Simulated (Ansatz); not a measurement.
Consider HfO2 in the fluorite structure (space group Fm-3m, No. 225; a = 5.0438 Å).

Level of theory: PBEsol (Ansatz, a quantum-chemistry and plane-wave program), without spin-orbit coupling.

Before the change:

| Quantity | Value |
|---|---|
| Band gap | 3.69 eV |
| Electron mass | 1.1 mₑ along k, 0.70 mₑ across (at X) |
| Pressure | 0.0 kbar |

Modification: the cell is scaled by 0.9800 in all directions; the atoms relax in the strained cell.

Question: How does this affect the band gap?

Answer: The band gap grows by 0.135 eV, from 3.69 eV to 3.82 eV.

Question: What does the calculation give for the electron mass after the change?

Answer: The electron mass becomes 1.0 mₑ along k, 0.68 mₑ across (at X) (base: 1.1 mₑ along k, 0.70 mₑ across (at X)).

Question: What does the calculation give for the pressure after the change?

Answer: The pressure goes from zero to 182.1 kbar.

Question: What happens to the energy relative to the base?

Answer: The energy increases by 34 meV/atom.

Spin-orbit coupling, missing from the scalar runs, can matter with Hf. Effective masses come from finite differences of ±0.01 Å⁻¹. Along k means along the line from Γ to the band edge. Stability against distortions was not tested. This is not the structure that HfO2 has at room temperature and ambient pressure.
